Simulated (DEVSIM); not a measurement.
System: abrupt InP p-n junction, at 250 K.

Layer 1 from the left is InP, thickness (μm) 13.0, Na (cm⁻³) 2.3e17, τn (s) 8.9e-10, τp (s) 8.9e-10. Layer 2 from the left is InP, thickness (μm) 300, Nd (cm⁻³) 4.7e15, τn (s) 8.9e-10, τp (s) 8.9e-10.

Left contact: ohmic. Right contact: ohmic. Voltage is applied to the left contact. Recombination: SRH at mid-gap, radiative, Auger. Mobility is constant in doping.

Constants are typed, rounded textbook-type inputs, not results; the design itself was drawn at random and stands for no fabricated device. Values at 300 K; Nc and Nv go as T^1.5, mobilities as T to minus their exponent, the gap by Varshni's rule with the affinity fixed.

InP: gap (eV) 1.344, affinity (eV) 4.38, permittivity 12.5, Nc (cm⁻³) 5.7e17, Nv (cm⁻³) 1.1e19, μn (cm²/Vs) 5200, μp (cm²/Vs) 170, T exponent of μn 2, T exponent of μp 2, B (cm³/s) 1.2e-10, Cn (cm⁶/s) 9e-31, Cp (cm⁶/s) 9e-31, Varshni α (eV/K) 0.000363, Varshni β (K) 162.

Task: Estimate by hand the built-in potential, the peak field at zero bias, the capacitance at -6 V, and compare with a numerical solution.

Result: 
- Built-in potential: ni = √(Nc Nv) exp(−Eg/2kT) = 37600 cm⁻³ with Eg = 1.360 eV; Vbi = kT/q ln(Na Nd/ni²) = 1.185 V; numerical 1.185 V.
- Peak field at zero bias: depletion approximation: W = √(2εVbi/(qN)) = 0.596 μm with N = 4.61e15 cm⁻³; field = 2Vbi/W = 39700 V/cm; numerical 41300 V/cm (estimate below by 3.8 %).
- Capacitance at -6 V: C = √(qεN / 2(Vbi + |V|)) = 7.54 nF/cm²; numerical 7.56 nF/cm².

Model (solved in DEVSIM): 1D drift-diffusion, Boltzmann statistics, complete ionisation; no tunnelling, impact ionisation, image-force lowering or self-heating.
